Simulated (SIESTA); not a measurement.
# SIESTA run on PtS₂ (P-3m1, 3 atoms in the cell): self-consistent single point

Level of theory: GGA PBE, numerical atomic orbitals DZP, PseudoDojo PBE standard norm-conserving potentials (rewritten from UPF to PSML) in SIESTA.

The input file:

```
# files in the folder: Pt.psml S.psml (PseudoDojo PBE standard)
SystemName  PtS2
SystemLabel PtS2

NumberOfAtoms                3
NumberOfSpecies              2
%block ChemicalSpeciesLabel
  1 78 Pt
  2 16 S
%endblock ChemicalSpeciesLabel
LatticeConstant              1.0 Ang
%block LatticeVectors
     1.791063000   -3.102212000    0.000000000
     1.791063000    3.102212000    0.000000000
     0.000000000    0.000000000    5.099976000
%endblock LatticeVectors
AtomicCoordinatesFormat      Fractional
%block AtomicCoordinatesAndAtomicSpecies
     0.000000000    0.000000000    0.000000000  1
     0.333333330    0.666666670    0.230000000  2
     0.666666670    0.333333330    0.770000000  2
%endblock AtomicCoordinatesAndAtomicSpecies

XC.functional                GGA
XC.authors                   PBE
PAO.BasisSize                DZP
PAO.EnergyShift              0.005 Ry
MeshCutoff                   300 Ry
%block kgrid.MonkhorstPack
    6   0   0  0.0
    0   6   0  0.0
    0   0   4  0.0
%endblock kgrid.MonkhorstPack
OccupationFunction           FD
ElectronicTemperature        0.02 eV

MaxSCFIterations             150
SCF.Mixer.Method             Pulay
SCF.Mixer.Weight             0.25
SCF.Mixer.History            8
SCF.DM.Tolerance             1.0E-04
Diag.ParallelOverK           true
WriteForces                  true
```

The program printed (abridged):

```
reinit: Reading from file input.fdf

reinit: System Name: PtS2
reinit: System Label: PtS2

coor:   Atomic-coordinates input format  =     Fractional

siesta: Atomic coordinates (Bohr) and species
siesta:      0.00000   0.00000   0.00000  1        1
siesta:      3.38462   1.95411   2.21664  2        2
siesta:      3.38462  -1.95411   7.42092  2        3

siesta: System type = bulk

initatomlists: Number of atoms, orbitals, and projectors:      3    45    68

siesta: ******************** Simulation parameters ****************************
redata: Spin configuration                          = none
redata: Time-Reversal Symmetry                      = T
redata: Number of Atomic Species                    =        2
redata: Mesh Cutoff                                 =   300.0000 Ry
redata: Net charge of the system                    =     0.0000 |e|
redata: Min. number of SCF Iter                     =        0
redata: Max. number of SCF Iter                     =      150
redata: SCF convergence failure will abort job
redata: SCF mix quantity                            = Hamiltonian
redata: Mix DM or H after convergence               =   F
redata: Recompute H after scf cycle                 =   F
redata: Mix DM in first SCF step                    =   T
redata: No kicks to SCF
redata: DM Mixing Weight for Kicks                  =     0.5000
redata: Require Harris convergence for SCF          =   F
redata: Harris energy tolerance for SCF             =     0.000100 eV
redata: Require DM convergence for SCF              =   T
redata: DM tolerance for SCF                        =     0.000100
redata: Require EDM convergence for SCF             =   F
redata: EDM tolerance for SCF                       =     0.001000 eV
redata: Require H convergence for SCF               =   T
redata: Hamiltonian tolerance for SCF               =     0.001000 eV
redata: Require (free) Energy convergence for SCF   =   F
redata: (free) Energy tolerance for SCF             =     0.000100 eV
redata: Using DFT-D3 dispersion                     =   F
redata: Using Saved Data (generic)                  =   F
redata: Method of Calculation                       = Diagonalization
redata: Electronic Temperature                      =   232.0904 K
redata: Number of TDED substeps                     =        3
redata: Dynamics option                             = Single-point calculation
redata: Save all siesta data in one NC              =   F
redata: ***********************************************************************

%block SCF.Mixers
  Pulay
%endblock SCF.Mixers

%block SCF.Mixer.Pulay
  # Mixing method
  method pulay
  variant stable

  # Mixing options
  weight 0.2500
  weight.linear 0.2500
  history 8
%endblock SCF.Mixer.Pulay

DM_history_depth set to one: no extrapolation allowed by default for geometry relaxation
Size of DM history Fstack: 1
Total number of electrons:    30.000000
Total ionic charge:    30.000000

* ProcessorY, Blocksize:    1  46

* Orbital distribution balance (max,min):    45    45

k-point displ. along   1 input, could be:     0.00    0.50
k-point displ. along   2 input, could be:     0.00    0.50
k-point displ. along   3 input, could be:     0.00    0.50
 Kpoints in:           96 . Kpoints trimmed:           89

siesta: k-grid: Number of k-points = 89
siesta: k-points from Monkhorst-Pack grid
siesta: k-cutoff (effective) =    10.200 Ang
siesta: k-point supercell and displacements
siesta: k-grid:     6     0     0      0.000
siesta: k-grid:     0     6     0      0.000
siesta: k-grid:     0     0     4      0.000

diag: Algorithm                                     = D&C
diag: Parallel over k                               =   F
diag: Use parallel 2D distribution                  =   F
diag: Parallel block-size                           = 46
diag: Parallel distribution                         =     1 x     1
diag: Used triangular part                          = Lower
diag: Absolute tolerance                            =  0.100E-15
diag: Orthogonalization factor                      =  0.100E-05
diag: Memory factor                                 =  1.0000

superc: Internal auxiliary supercell:     7 x     7 x     5  =     245
superc: Number of atoms, orbitals, and projectors:    735  11025  16660

                        Single-point calculation

superc: Internal auxiliary supercell:     7 x     7 x     5  =     245
superc: Number of atoms, orbitals, and projectors:    735  11025  16660

outcell: Unit cell vectors (Ang):
        1.791063   -3.102212    0.000000
        1.791063    3.102212    0.000000
        0.000000    0.000000    5.099976

outcell: Cell vector modules (Ang)   :    3.582126    3.582126    5.099976
outcell: Cell angles (23,13,12) (deg):     90.0000     90.0000    120.0000
outcell: Cell volume (Ang**3)        :     56.6736
new_DM -- step:     1
Initializing Density Matrix...

Attempting to read DM from file... Failed...
DM filled with atomic data:

InitMesh: MESH = 36 x 36 x 54 = 69984
InitMesh: Mesh cutoff (required, used) =   300.000   309.851 Ry

stepf: Fermi-Dirac step function

        iscf     Eharris(eV)        E_KS(eV)     FreeEng(eV)     dDmax    Ef(eV) dHmax(eV)
   scf:    1    -4092.036029    -4135.481677    -4135.481677  0.803458 -2.171196 24.315071
   scf:    2    -4151.390620    -4151.603443    -4151.603443  0.709722 -3.564107  2.368136
   scf:    3    -4152.016715    -4151.921734    -4151.921734  0.048142 -3.556322  0.428062
   scf:    4    -4151.948952    -4151.938389    -4151.938389  0.042415 -3.623963  0.153423
   scf:    5    -4151.940171    -4151.939661    -4151.939661  0.013305 -3.682342  0.063519
   scf:    6    -4151.939792    -4151.939732    -4151.939732  0.000323 -3.680105  0.043512
   scf:    7    -4151.939810    -4151.939796    -4151.939796  0.000875 -3.684436  0.004393
   scf:    8    -4151.939797    -4151.939796    -4151.939796  0.000062 -3.684641  0.003195
   scf:    9    -4151.939797    -4151.939797    -4151.939797  0.000082 -3.684944  0.000100

SCF Convergence by DM+H criterion
max |DM_out - DM_in|         :     0.0000815632
max |H_out - H_in|      (eV) :     0.0000999678
SCF cycle converged after 9 iterations

Using DM_out to compute the final energy and forces

siesta: E_KS(eV) =            -4151.9398

siesta: E_KS - E_eggbox =     -4151.9398

siesta: Atomic forces (eV/Ang):
     1   -0.000000   -0.000000   -0.000000
     2    0.000000    0.000044    1.131485
     3    0.000000   -0.000044   -1.131485
   Tot   -0.000000   -0.000000   -0.000000
   Max    1.131485
   Res    0.533387    sqrt( Sum f_i^2 / 3N )
   Max    1.131485    constrained

Stress tensor Voigt[x,y,z,yz,xz,xy] (kbar):      -73.23      -73.30      -78.35       -0.00        0.00        0.00
(Free)E + p*V (eV/cell)    -4149.2882
Target enthalpy (eV/cell)    -4151.9398

siesta: Program's energy decomposition (eV):
siesta: Ebs     =      -771.367975
siesta: Eions   =      5959.463288
siesta: Ena     =      1064.350648
siesta: Ekin    =      1221.907711
siesta: Enl     =       299.893071
siesta: Eso     =         0.000000
siesta: Edftu   =         0.000000
siesta: DEna    =        36.947209
siesta: DUscf   =         1.562257
siesta: DUext   =         0.000000
siesta: Ex      =      -762.175154
siesta: Ec      =       -54.962251
siesta: Exc     =      -817.137405
siesta: Eharris =     -4151.939797
siesta: Etot    =     -4151.939797
siesta: FreeEng =     -4151.939797

siesta: Atomic forces (eV/Ang):
siesta:      1   -0.000000   -0.000000   -0.000000
siesta:      2    0.000000    0.000044    1.131485
siesta:      3    0.000000   -0.000044   -1.131485
siesta: ----------------------------------------
siesta:    Tot   -0.000000   -0.000000   -0.000000

siesta: Stress tensor (static) (eV/Ang**3):
siesta:    -0.045704    0.000000   -0.000000
siesta:     0.000000   -0.045753   -0.000002
siesta:     0.000000   -0.000002   -0.048905

siesta: Cell volume =         56.673556 Ang**3

siesta: Pressure (static):
siesta:                Solid            Molecule  Units
siesta:           0.00050958          0.00070919  Ry/Bohr**3
siesta:           0.04678721          0.06511443  eV/Ang**3
siesta:          74.96137324        104.32481131  kBar
```

The run converged in 9 iterations.

The starting cell has typed, rounded lattice constants, without a prior relaxation at this level. Its lattice was rescaled by a random factor within 2.5 % of one. Values carry the incompleteness of an atom-centred basis. With a pressure of about 7 GPa the cell is away from its equilibrium volume at this level. Forces in this geometry exceed 1 eV/Å.
